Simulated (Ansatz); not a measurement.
Stishovite (SiO2), treated with BLYP in Ansatz (plane waves, PAW).

Settings: plane-wave cutoff 520 eV, 8×8×12 k mesh (along the axes of the cell as run), Fermi–Dirac smearing 0.01 eV, scalar-relativistic PAW data made under PBE.

On both sides of the equilibrium volume: at 8.042 Å³/atom the pressure is 5.14 GPa and the direct gap at Γ 5.193 eV; at 8.371 Å³/atom they are -4.39 GPa and 4.648 eV. The fitted bulk modulus is 237 GPa.

Question: Work out the volume deformation potential of this gap and its pressure coefficient, in two ways.

Answer: a_V = dE_g/d ln V = (4.648 − 5.193)/ln(8.371/8.042) = -13.59 eV. Since dP = −B d ln V, dE_g/dP = −a_V/B = 57 meV/GPa. Straight from the pressures: (5.193 − 4.648)/(5.14 − (-4.39)) = 57 meV/GPa. At this level and over this range the gap at Γ widens under pressure.

Note: the bulk modulus comes from volumes at which shape and atoms were relaxed.

Ansatz is a first-principles code.
